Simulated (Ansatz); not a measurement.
# ScPt₃ (Pm-3m): resistivity and electron-phonon coupling

```xyz
4
Lattice="3.9519 0.0000 0.0000 0.0000 3.9519 0.0000 0.0000 0.0000 3.9519" Properties=species:S:1:pos:R:3 pbc="T T T"
Sc     0.0000     0.0000     0.0000
Pt     1.9759     1.9759     0.0000
Pt     0.0000     1.9759     1.9759
Pt     1.9759     0.0000     1.9759
```

All values below come from PBEsol, DFPT electron-phonon coupling, linearised Boltzmann equation (plane waves, PAW, scalar-relativistic; Ansatz, a quantum-chemistry and plane-wave program). Cell: relaxed with this functional, without spin-orbit coupling.

```
Item                                                                                        Result
----------------------------------------------------------------------------------  --------------
resistivity at 300 K                                                                    14.2 μΩ·cm
resistivity at 77 K                                                                      2.4 μΩ·cm
electron mean free path at 300 K (weighted by the current that each state carries)          9.4 nm
Hall coefficient at 300 K                                                           23 ×10⁻¹¹ m³/C
```

A metal at this level (no band gap). Only scattering by harmonic phonons is included (no impurities, grain boundaries, electron-electron scattering or thermal expansion). Spin-orbit coupling is left out, which matters with elements this heavy. Halving the electron mesh (20x20x20) moves the resistivity by up to 6 % at 300 K, the mean free path by up to 6 %. Smearing 0.20 eV; phonons on a 4x4x4 q mesh, which this run doesn't test and which matters most at low temperature.

Formula and space group known from diffraction (Crystallography Open Database), not checked to be the room-temperature form: ScPt3 (Pm-3m).
